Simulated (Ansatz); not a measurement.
**BAs (model structure, started from the CsCl type, Pm-3m, No. 221, 2 atoms in the cell)**

These are r²SCAN (PAW; Ansatz, an electronic-structure program) values and carry that method's errors.

Numerical settings: plane-wave cutoff 500 eV, 14×14×14 k mesh, Fermi–Dirac smearing 0.05 eV, scalar-relativistic PAW data made under PBE.

Cell (relaxed at this level):

AsB has the cubic space group Pm-3m (No. 221), the CsCl type structure, Pearson symbol cP2. Lattice parameters: a = 2.937 Å, b = 2.937 Å, c = 2.937 Å, α = 90.00°, β = 90.00°, γ = 90.00°. B on 1a sees 8 As at 2.544 Å (cubic). As on 1b has 8 B at 2.544 Å and 6 As at 2.937 Å. (Neighbours: up to the widest gap in distance over summed covalent radii, below 1.35, at either atom.)

| Property | Result |
|---|---|
| band gap | zero (no gap) |

Note: the relaxation could raise the start's symmetry but not lower it, so the cell can be a saddle point.

Spin–orbit coupling is not included.

A model structure was made by putting elements into a prototype or built by hand; it is no filed structure, need not be a known phase, and can be a saddle point held by its symmetry.
